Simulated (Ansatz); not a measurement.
**Input and output of a self-consistent single point for Ca2GaCu2 (Immm, 5 atoms in the cell) (Ansatz, a quantum-chemistry and plane-wave program)**

Method of the run: PBEsol, default PAW files made with PBE (plane waves; Ansatz).

The input file:

Ansatz 0.2 input:
```yaml
crystal:
  lattice:
    - [-2.186862, 2.728648, 4.580241]
    - [2.186862, -2.728648, 4.580241]
    - [2.186862, 2.728648, -4.580241]
  atoms:
    - { symbol: Ca, position_ang: [2.186862, -0.000000, 2.798436] }
    - { symbol: Ca, position_ang: [0.000000, 2.728648, 1.781805] }
    - { symbol: Ga, position_ang: [0.000000, 0.000000, 0.000000] }
    - { symbol: Cu, position_ang: [0.000000, 1.345060, 4.580241] }
    - { symbol: Cu, position_ang: [2.186862, 1.383588, -0.000000] }
basis:
  ecutwfc: 420.0
kpoints:
  mp_grid: { grid: [5, 5, 5] }
hamiltonian:
  xc: pbesol
  pseudopotentials: { kind: paw }
scf:
  occupations: { method: fermi_dirac, width: 0.1 }
output:
  forces: true
  eigenvalues: true
  stress: true
```

The program printed (abridged):

```
WARN ansatz: RAYON_NUM_THREADS=1 ignored (pool sized by the plan → 1); use --threads N
Pseudopotentials: kind: paw
Pseudopotential: Ca, paw, valence charge 10
Pseudopotential: Ga, paw, valence charge 13
Pseudopotential: Cu, paw, valence charge 19
Crystal: 5 atoms, lattice volume = 109.324 Å³
Basis set: ecut = 420 eV, 2133 PW (Γ), exchange–correlation on 80×80×80 points (8 copies of the dense FFT grid, shifted against one another)
Bands: 43, of which v1, the nominal top of the filled ones, is band 36 counted from 1 (35 counted from 0)
Symmetry: 8 space group operations
Space group: Immm (ITA 71), of the structure as read, at distance tolerance 4.8e-5 Å
k-points: 27 of 125
PAW frozen core: Ca, regenerated for the run's functional, and the local potential with it
PAW frozen core: Ga, regenerated for the run's functional, and the local potential with it
PAW frozen core: Cu, regenerated for the run's functional, and the local potential with it
Initial density: superposition of atomic densities (neutral atoms: chi_scale 0, normalization atom), corrected by the library's trained network
Initial wavefunctions: pseudopotential atomic-orbital guess
Eigensolver: davidson
Functional: x = pbesol(κ = 0.804, μ = 0.12345679012345678), c = pbesol(β = 0.046)
SCF iter   1: F=—  HF=-20509.561892 eV  |F-HF|=—  |Δ(HF+E_count)|=         —  Δρ=8.15e-3  dr2=4.29e-2  ethr=1.77e-3  ⟨swp⟩=9.4  Hψ=5309  notcnv=0
all-band conjugate gradients solve this SCF's bands
preconditioner: auto → Kerker (q_TF=auto, 2.539 Å⁻¹)
SCF iter   2: F=—  HF=-20509.552062 eV  |F-HF|=—  |Δ(HF+E_count)|=   9.83e-3  Δρ=1.62e-3  dr2=3.68e-3  ethr=6.05e-5  ⟨swp⟩=2.0  Hψ=1886  notcnv=0
SCF iter   3: F=—  HF=-20509.551182 eV  |F-HF|=—  |Δ(HF+E_count)|=   8.81e-4  Δρ=1.21e-3  dr2=1.93e-3  ethr=5.18e-6  ⟨swp⟩=2.2  Hψ=1571  notcnv=0
SCF iter   4: F=—  HF=-20509.550618 eV  |F-HF|=—  |Δ(HF+E_count)|=   5.64e-4  Δρ=2.94e-4  dr2=1.04e-4  ethr=2.72e-6  ⟨swp⟩=2.0  Hψ=1548  notcnv=0
SCF iter   5: F=—  HF=-20509.550615 eV  |F-HF|=—  |Δ(HF+E_count)|=   2.81e-6  Δρ=9.18e-5  dr2=1.77e-5  ethr=1.47e-7  ⟨swp⟩=2.2  Hψ=1597  notcnv=0
SCF iter   6: F=—  HF=-20509.550621 eV  |F-HF|=—  |Δ(HF+E_count)|=   6.51e-6  Δρ=5.20e-5  dr2=1.91e-6  ethr=2.50e-8  ⟨swp⟩=2.0  Hψ=1695  notcnv=0
SCF iter   7: F=—  HF=-20509.550620 eV  |F-HF|=—  |Δ(HF+E_count)|=   1.08e-6  Δρ=1.89e-5  dr2=4.65e-7  ethr=2.69e-9  ⟨swp⟩=2.0  Hψ=1682  notcnv=0
SCF iter   8: F=—  HF=-20509.550620 eV  |F-HF|=—  |Δ(HF+E_count)|=   1.19e-7  Δρ=9.46e-6  dr2=1.50e-7  ethr=6.55e-10  ⟨swp⟩=2.0  Hψ=1691  notcnv=0
SCF iter   9: F=-20509.550620 eV  HF=-20509.550620 eV  |F-HF|=3.94e-9  |Δ(HF+E_count)|=   1.10e-8  Δρ=2.90e-6  dr2=7.44e-9  ethr=1.41e-10  ⟨swp⟩=4.2  Hψ=3982  notcnv=0
SCF 1 converged in 9 iterations: F = -20509.550620 eV  dr2 = 7.44e-9
SCF converged after 9 iterations
Free energy (F): -20509.550620 eV
Harris-Foulkes:  -20509.550620 eV  (|F-HF|=3.94e-9)
Internal energy: -20509.472565 eV  (E = F + TS)
E sigma→0 (E₀):  -20509.511592 eV
Entropy (-TS):   -0.078055 eV (-15.611 meV/atom)
Fermi energy:    9.101739 eV
--- Per-component energies (eV) ---
  E_band       = -1303.729984
  E_kinetic    = 1268.750821
  E_local      = -14803.202988  (includes V_loc(G=0)·N_el)
  E_nonlocal   = 1337.166607
  E_hartree    = 6479.916170
  E_xc         = -515.339374
  E_vxc        = -625.608724  (∫ρ·V_xc dr)
  E_paw        = -6875.852401  (= ΣΔE_a)
  E_vpaw       = -1440.661143  (= ΣTr[D̂ρ^β])
  E_aug_tail   = 0.000401  (compensation charges beyond the density's cutoff)
  E_ewald      = -7402.424771
  E_core_change = 1.512971  (= ΣΔE_core)
  E_smearing   = -0.078055  (= −TS)
  E_closure    = -0.000000  (closes the sum)
  Σ components = -20509.550620   (vs F -20509.550620, Δ=0.00e0)
--- Forces (eV/Å), atoms counted from 1 ---
  atom   1  Ca     0.00000000     0.00000000     0.04538380
  atom   2  Ca     0.00000000     0.00000000    -0.04538380
  atom   3  Ga     0.00000000     0.00000000     0.00000000
  atom   4  Cu     0.00000000     0.04090733     0.00000000
  atom   5  Cu     0.00000000    -0.04090733     0.00000000
  max |Σ_I F_I| component: 6.94e-18 eV/Å
--- Stress (GPa, compression-positive) ---
       -5.987529       0.000000       0.000000
        0.000000      -4.227543       0.000000
        0.000000       0.000000      -3.276085
  P = ⅓ Tr σ = -4.4971 GPa (-44.971 kbar)
  The stress holds the Pulay correction. Without it, at fixed plane waves, as pw.x and ABINIT print it: P = -4.5211 GPa
--- Band table (eV; the first three rows and the last of 27) ---
  k-point 0: bands = ["-103.2902", "-103.2884", "-60.8328", "-60.8307", "-60.8286", "-60.8265", "-60.7894", "-60.7636", "-31.9865", "-31.9537", "-13.1882", "-13.1037", "-13.0979", "-13.0361", "-13.0221", "-13.0082", "-5.3323", "-5.3233", "-5.3133", [...]
  k-point 1: bands = ["-103.2901", "-103.2886", "-60.8326", "-60.8309", "-60.8284", "-60.8267", "-60.7871", "-60.7660", "-31.9818", "-31.9576", "-13.1709", "-13.1159", "-13.0906", "-13.0692", "-13.0270", "-13.0008", "-5.3281", "-5.3264", "-5.3143", [...]
  k-point 2: bands = ["-103.2897", "-103.2890", "-60.8321", "-60.8314", "-60.8280", "-60.8272", "-60.7810", "-60.7721", "-31.9743", "-31.9639", "-13.1768", "-13.1725", "-13.0986", "-13.0320", "-13.0262", "-12.9960", "-5.3316", "-5.3221", "-5.3161", [...]
  k-point 26: bands = ["-103.2902", "-103.2884", "-60.8328", "-60.8307", "-60.8286", "-60.8265", "-60.7894", "-60.7636", "-31.9756", "-31.9637", "-13.1852", "-13.1325", "-13.0948", "-13.0395", "-13.0372", "-12.9911", "-5.3284", "-5.3261", "-5.3143", [...]
```

The run converged in 9 iterations.

The starting cell comes from a database of computed structures (which also holds hypothetical and non-ambient phases and stackings), without a prior relaxation at this level. Its lattice was rescaled by a random factor within 2.5 % of one. Spin polarisation is off. With a pressure of about -4 GPa the cell is away from its equilibrium volume at this level. Ansatz's pressure includes its estimate of the finite-basis (Pulay) stress.
